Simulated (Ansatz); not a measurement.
Level of theory: PBE (plane waves to 420 eV, PAW; Ansatz, a program for electronic structure).

Plane-averaged electrostatic potential energy along the normal, in eV from the Fermi level, for H2O on the 1x1 (111) surface of fcc Al, one in a 2x2 cell, started at the site 'hollow Al-Al-Al over Al at depth 4.6 Å':

| z (Å) | V (eV) |
|---|---|
| 5.30 | 4.05 |
| 5.59 | 4.05 |
| 5.89 | 4.05 |
| 6.18 | 4.04 |
| 6.48 | 4.04 |
| 6.77 | 4.02 |
| 7.07 | 3.99 |
| 7.36 | 3.92 |
| 7.66 | 3.77 |
| 7.95 | 3.47 |
| 8.24 | 2.85 |
| 8.54 | 1.61 |
| 8.83 | -0.85 |
| 9.13 | -4.73 |
| 9.42 | -6.88 |
| 9.72 | -7.28 |
| 10.01 | -7.14 |
| 10.31 | -5.80 |
| 10.60 | -2.44 |
| 10.89 | -0.49 |
| 11.19 | -1.59 |
| 11.48 | -5.02 |
| 11.78 | -7.02 |
| 12.07 | -7.42 |
| 12.37 | -7.20 |
| 12.66 | -5.69 |
| 12.96 | -2.30 |
| 13.25 | -0.63 |
| 13.54 | -2.20 |
| 13.84 | -5.60 |
| 14.13 | -7.18 |
| 14.43 | -7.41 |
| 14.72 | -7.05 |
| 15.02 | -5.12 |
| 15.31 | -1.68 |
| 15.61 | -0.43 |
| 15.90 | -2.18 |
| 16.19 | -5.46 |
| 16.49 | -7.02 |
| 16.78 | -7.28 |
| 17.08 | -6.97 |
| 17.37 | -5.05 |
| 17.67 | -1.39 |
| 17.96 | 1.12 |
| 18.26 | 2.15 |
| 18.55 | 1.68 |
| 18.84 | 0.11 |
| 19.14 | -1.43 |
| 19.43 | -0.22 |
| 19.73 | 1.92 |
| 20.02 | 2.62 |
| 20.32 | 2.85 |
| 20.61 | 2.95 |
| 20.91 | 2.98 |
| 21.20 | 3.00 |
| 21.49 | 3.01 |
| 21.79 | 3.01 |
| 22.08 | 3.01 |
| 22.38 | 3.02 |
| 22.67 | 3.02 |
| 22.97 | 3.02 |
| 23.26 | 3.02 |
| 23.56 | 3.02 |

Model: 19-atom slab, 7.0 Å thick at the start under the adsorbate (thin: gaps and levels are the slab's own), 6x6x1 mesh, Fermi-Dirac 0.1 eV, dipole correction, 8 atoms held, the rest relaxed; no symmetry held; no spin, no spin-orbit, no U, no dispersion correction. At the end it is bonded to Al. In PBE it is, or lies within 0.03 eV of, the lowest of the starts that converged.

Q: The surface cell has an area of 28.30 Å². What dipole along the normal does the step between the two vacuum levels imply?

A: the top vacuum level lies 1.04 eV below the bottom one; p = −ε₀ A ΔV (ε₀ = 0.005526 e/(V·Å)) gives 0.16 e·Å a cell.
